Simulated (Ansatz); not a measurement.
The reference is GaN (space group P6_422, No. 181; a = 3.164 Å, c = 7.439 Å; a hypothetical phase, not in the database extracts checked).

The values are results of PBE (Ansatz, a quantum-chemistry and plane-wave program), spin-orbit coupling left out, not measurements.

Before the change:

```
Property                           Result
----------------------------  -----------
Gap between the host's bands      1.20 eV
Gap character                 direct at Γ
```

It is then changed as follows: electron doping at 1.0×10^22 cm⁻³ (0.645 per cell), with a uniform compensating background at fixed cell and a 300 K Fermi–Dirac width.

Task: What happens to the Fermi level from band edge, gap between the host's bands and gap character?

Result: The Fermi level relative to the doped band's edge (positive inside the band; to 0.05 eV) amounts to +2.50 eV; the gap between the host's bands drops by 0.08 eV to 1.12 eV; the gap character stays direct at Γ.

Carriers are added with a uniform compensating background; total energy and stress of such cells depend on the potential's zero and are not compared; many-body gap narrowing is missing at this level. No phonon test of stability was made. The base started in P3_121 and relaxed to P6_422 at this level.
